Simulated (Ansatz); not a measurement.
# GaSb: response to strain

Take GaSb in the zinc blende structure (space group F-43m, No. 216; a = 6.214 Å) as the base.

Strains are applied to the cell and any free atomic positions relax.

Computed with PBE/PAW in Ansatz (a quantum-chemistry and plane-wave program), without spin-orbit coupling.

Notes on the quantities. energy relative to the base: free energy F.

```tsv
isotropic strain (%)	energy relative to the base (meV/atom)
-5.43	137.5
-2.08	?
-1.57	9.9
0	0.0
0.79	2.3
0.85	2.6
```

### Question
Fit ΔE = Aε² + Bε³ (ε in %) to the rows shown and predict the withheld row.

### Answer
Least squares on the printed values gives A = 3.76 and B = -0.17 meV/atom (largest residual 0.0 meV/atom); this predicts 17.8 meV/atom, and the run gives 17.7 meV/atom, in agreement.

Whether these cells are dynamically stable was not tested. The final runs are not spin-polarised.
